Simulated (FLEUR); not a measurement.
**Equation of state of bcc Mo (space group 229): energy against volume (FLEUR, LDA)**

```yaml
crystal:
  lattice:
    - [-1.51374, 1.51374, 1.51374]
    - [1.51374, -1.51374, 1.51374]
    - [1.51374, 1.51374, -1.51374]
  atoms:
    - { symbol: Mo, position: [0.00000, 0.00000, 0.00000] }
```

Method of the run: LDA (Perdew-Zunger), all-electron FLAPW (FLEUR), scalar-relativistic valence (FLEUR). Settings: Kmax = 5.02 1/bohr; GmaxXC = 17.6 1/bohr; xcFunctional = pz; jspins = 1; l_soc = F; mode = hist; fermiSmearingEnergy = 0.00183747 Htr; mesh (inpgen div1-3) = 26 26 26; inpgen gamma flag = true; Gmax = 17.6 1/bohr; numbands = 0; maxIterBroyd = 15; imix = Anderson; alpha = 0.05; precondParam = 0; minDistance = 1e-05 me/bohr^3. The cell above is the first row's. The rows scale it uniformly. In all rows the k mesh is held. E is the free energy at the stated smearing, counted from the lowest row.

| V (Å^3/atom) | E (meV/atom) |
|---|---|
| 13.874 | 104.38 |
| 14.176 | 57.13 |
| 14.478 | 24.95 |
| 14.779 | 6.36 |
| 15.081 | 0.00 |
| 15.383 | 4.70 |
| 15.684 | 19.36 |
| 15.986 | 43.05 |
| 16.287 | ? |

Fit E of the 8 rows that show it with the third-order Birch-Murnaghan form, a cubic in V^(-2/3). With u = V^(-2/3) - 0.165, the rows have u = 0.008194, 0.005725, 0.003343, 0.001049, -0.001175, -0.003326, -0.005402, -0.007418. Least squares gives E = 1.946 + 3011.84·u + 1155520·u² + 320579·u³. Residuals (row less fit): -0.005, 0.008, 0.010, -0.017, -0.002, 0.000, 0.015, -0.008; standard error 0.014 (degrees of freedom: 4). Its minimum lies at u = -0.001304, so V0 = (0.163696)^(-3/2) = 15.10. There d²E/du² = 2309000 and d³E/du³ = 1923000, so B0 = (4/9) × 15.10^(-7/3) × 2309000 × 0.160218 = 292 GPa (the last factor turns the table's units into GPa), and B0' = 4 + (2/3) × 0.163696 × (1923000)/2309000 = 4.1.

Question: Predict the withheld E at V = 16.287 from the fit, and compare with the calculation.

Answer: u = -0.009365, so E = 1.946 + 3011.84 × (-0.009365) + 1155520 × (-0.009365)² + 320579 × (-0.009365)³ = 74.820 meV/atom. The calculation gives 74.86 meV/atom, 0.040 meV/atom above the prediction (under 0.05 % of the range of E in the table). The row lies outside the fitted rows, so this is an extrapolation. From the scatter of the fitted rows alone, a prediction at this place has a standard error of 0.033 meV/atom, so the miss is 1.2 times that.

Carrying the step between the two nearest rows on in a straight line would have given 66.66, off by 8.20; series whose last step already gives the withheld value aren't shown. The scan was laid around a cell of about the measured size, scaled by a guess for this functional. Spin polarisation is off. Values depend on the basis (sphere radii, cutoffs, local orbitals), which need not be converged. Cutoffs and mesh are single choices, not tested for convergence of this quantity. Series with a scatter that would blur these digits, or in which a gap closes, are not shown. Nor are scans whose minimum lies at an end fitted in this form.
